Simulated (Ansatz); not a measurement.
# Al: response to strain

Base system: Al in the fcc (Cu type) structure (space group Fm-3m, No. 225; a = 3.9920 Å). Axes: x, y, z lie along the cube axes.

Strains are applied to the cell and any free atomic positions relax; under biaxial strain the out-of-plane vector relaxes too.

Computed with r2SCAN, PAW, 500 eV (Ansatz, a program for electronic structure; no spin-orbit coupling).

Candidates:
(a) biaxial strain +2.92 %, plane normal [001], relaxed out of plane
(b) strain tensor (xx, yy, zz, yz, xz, xy) = (+1.45, +0.39, −0.76, +1.44, −0.33, +1.29) %
(c) uniaxial strain ε_yy = +3.15 %
(d) tensor shear ε_xy = +3.76 %
(e) isotropic strain −3.26 %

Notes on the quantities. energy relative to the base: free energy F.

Problem. Order them by energy relative to the base, lowest first.

Solution. (b) strain tensor (xx, yy, zz, yz, xz, xy) = (+1.45, +0.39, −0.76, +1.44, −0.33, +1.29) % (+5.0 meV/atom), (c) uniaxial strain ε_yy = +3.15 % (+5.9 meV/atom), (a) biaxial strain +2.92 %, plane normal [001], relaxed out of plane (+9.9 meV/atom), (d) tensor shear ε_xy = +3.76 % (+14 meV/atom), (e) isotropic strain −3.26 % (+50 meV/atom)

Without a gap, meshes like the base's 20×20×20 leave anisotropic stresses uncertain by several tenths of a GPa, and small strain energies with them. Stability against distortions was not tested.
